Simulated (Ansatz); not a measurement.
**Point defects in Cu**

Take a 12-atom supercell of Cu in the fcc (Cu type) structure (space group Fm-3m, No. 225; a = 3.579 Å) at its relaxed geometry as the base.

One neutral defect a cell, atoms relaxed at fixed cell.

Method: r2SCAN, PAW, 500 eV (Ansatz, an electronic-structure program; without spin-orbit coupling), earlier PAW set.

```tsv
change	pressure	largest displacement of a host atom from its site in the perfect cell
perfect supercell	0.0 GPa	–
Au on a Cu site, symmetric start	9.0 GPa	0.06 Å
Li interstitial (started 1.55 Å from the nearest host atom), symmetric start	19.8 GPa	0.74 Å
H interstitial (started 1.55 Å from the nearest host atom), symmetric start	5.0 GPa	0.10 Å
```

The cell is small, so the values are those of an ordered compound at a high defect concentration; dilute-limit values will differ. The defect started on the symmetric site and kept its symmetry, so it may sit on a saddle. The final runs are not spin-polarised.
